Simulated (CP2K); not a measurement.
CP2K run on MgS (Fm-3m, 2 atoms in the cell): self-consistent single point.

Method of the run: LDA (Pade form), GPW, DZVP-MOLOPT-SR-GTH basis, GTH-PADE potentials (GTH_POTENTIALS) in CP2K.

```
MgS
1.0
    3.70417     0.00000     0.00000
    1.85209     3.20791     0.00000
    1.85209     1.06930     3.02444
Mg S
1 1
Direct
  0.00000   0.00000   0.00000
  0.50000   0.50000   0.50000
```

Reference input (self-consistent single point, DFT PBE, GPW, DZVP-MOLOPT-SR-GTH basis, GTH-PBE potentials (GTH_POTENTIALS)): CUTOFF = 1000 Ry; REL_CUTOFF = 50 Ry; SMEAR/METHOD = FERMI_DIRAC; ELECTRONIC_TEMPERATURE = 232.09 K; KPOINTS/SCHEME = MONKHORST-PACK 7 7 7; XC_FUNCTIONAL = PBE; Mg/BASIS_SET = DZVP-MOLOPT-SR-GTH-q10; Mg/POTENTIAL = GTH-PBE-q10; S/BASIS_SET = DZVP-MOLOPT-SR-GTH-q6; S/POTENTIAL = GTH-PBE-q6; METHOD = GPW; EPS_DEFAULT = 1e-10. This run's input differs from it in these lines:

```diff
@@ -43,3 +43,3 @@
     &XC
-      &XC_FUNCTIONAL PBE
+      &XC_FUNCTIONAL PADE
       &END XC_FUNCTIONAL
@@ -74,3 +74,3 @@
       BASIS_SET DZVP-MOLOPT-SR-GTH-q10
-      POTENTIAL GTH-PBE-q10
+      POTENTIAL GTH-PADE-q10
     &END KIND
@@ -78,3 +78,3 @@
       BASIS_SET DZVP-MOLOPT-SR-GTH-q6
-      POTENTIAL GTH-PBE-q6
+      POTENTIAL GTH-PADE-q6
     &END KIND
```

Output (repeated stretches shortened):

```
 SCF WAVEFUNCTION OPTIMIZATION

  Step     Update method      Time    Convergence         Total energy    Change
     1 NoMix/Diag. 0.40E+00      -     1.80732440       -73.6359149779 -7.36E+01
     2 Broy./Diag. 0.40E+00      -     0.05063765       -73.4240001852  2.12E-01
     3 Broy./Diag. 0.40E+00      -     0.06483110       -73.4645244908 -4.05E-02
     4 Broy./Diag. 0.40E+00      -     0.00621658       -73.5219784744 -5.75E-02
     5 Broy./Diag. 0.40E+00      -     0.00123061       -73.5015141555  2.05E-02
     6 Broy./Diag. 0.40E+00      -     0.00060883       -73.4891156688  1.24E-02
   [... 2 lines left out ...]
     9 Broy./Diag. 0.40E+00      -     0.00000415       -73.4877858937 -2.18E-04
    10 Broy./Diag. 0.40E+00      -     0.00000036       -73.4877582328  2.77E-05
    11 Broy./Diag. 0.40E+00      -     0.00000032       -73.4877531678  5.07E-06
    12 Broy./Diag. 0.40E+00      -     0.00000001       -73.4877538956 -7.28E-07
  *** SCF run converged in    12 steps ***

  Overlap energy of the core charge distribution:               0.00000000000000
  Self energy of the core charge distribution:               -157.90574789887935
  Core Hamiltonian energy:                                     45.97295976309902
  Hartree energy:                                              49.09791967610352
  Exchange-correlation energy:                                -10.65288543591840
  Electronic entropic energy:                                  -0.00000000000000
  Fermi energy:                                                 0.24248086622779

  Total energy:                                               -73.48775389559522
  Total energy (extrapolated to T->0):                        -73.48775389559522

   [... lines left out ...]

 STRESS| Analytical stress tensor [bar]
 STRESS|                        x                   y                   z
 STRESS|      x       -2.99245597806E+04   6.80274234176E-01   4.80919082875E-01
 STRESS|      y        6.80274234176E-01  -2.99256854027E+04   2.45076316268E-01
 STRESS|      z        4.80919082875E-01   2.45076316268E-01  -2.99260610458E+04
 STRESS| 1/3 Trace                                            -2.99254354097E+04
```

The run converged in 12 iterations. Against the reference run the pressure goes from 1.11 to -2.99 GPa and the gap on the mesh goes from 2.831 to 2.609 eV.

The starting cell comes from a database of computed structures (which also holds hypothetical and non-ambient phases and stackings), without a prior relaxation at this level. Its lattice was rescaled by a random factor within 2.5 % of one. Values carry the incompleteness of an atom-centred basis.
